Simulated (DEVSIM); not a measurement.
Structure: illuminated Si n-on-p cell, one wavelength, with a back-surface field, at 300 K.

```csv
layer (left to right),material,thickness (μm),Nd (cm⁻³),Na (cm⁻³),τn (s),τp (s),absorption coefficient (cm⁻¹)
1,Si,0.240,5.6e18,-,1.1e-5,0.00028,4100
2,Si,31.0,-,2.4e15,0.00079,0.00079,4100
3,Si,0.790,-,4.9e18,0.00079,0.00079,4100
```

Left contact: ohmic, minority hole recombination velocity 3e5 cm/s. Right contact: ohmic, minority electron recombination velocity 3e6 cm/s. Voltage is applied to the left contact. Recombination: SRH at mid-gap, radiative, Auger. Light enters at the left, 2.2e18 photons cm⁻² s⁻¹, one pass, no reflection. Mobility is μmin + (μ − μmin)/(1 + (N/Nref)^α).

This is a model device: material constants are rounded textbook-type values typed into the input, and sizes, dopings and lifetimes were drawn at random. Values at 300 K.

| parameter | Si |
|---|---|
| gap (eV) | 1.124 |
| affinity (eV) | 4.05 |
| permittivity | 11.7 |
| Nc (cm⁻³) | 2.86e19 |
| Nv (cm⁻³) | 3.1e19 |
| μn (cm²/Vs) | 1417 |
| μp (cm²/Vs) | 470 |
| μn,min | 52 |
| μp,min | 45 |
| Nref,n | 9.7e16 |
| Nref,p | 2.2e17 |
| αn | 0.68 |
| αp | 0.72 |
| B (cm³/s) | 4.7e-15 |
| Cn (cm⁶/s) | 2.8e-31 |
| Cp (cm⁶/s) | 9.9e-32 |

Model (solved in DEVSIM): 1D drift-diffusion, Boltzmann statistics, complete ionisation; no tunnelling, impact ionisation, image-force lowering or self-heating.

Problem. Give the dark forward current.

Solution. 
```
V (V)  J (A/cm²)
-----  ---------
-0.05   -1.4e-11
-0.10   -6.2e-11
-0.15   -2.7e-10
-0.20    -1.3e-9
-0.25    -7.9e-9
-0.30    -5.0e-8
-0.35    -3.4e-7
-0.40    -2.3e-6
-0.45    -1.6e-5
-0.50   -0.00011
-0.55   -0.00075
-0.60    -0.0051
-0.65     -0.034
-0.70      -0.23
-0.75       -1.5
-0.80       -9.9
-0.85        -59
-0.90       -310
-0.95      -1300
-1.00      -3900
```
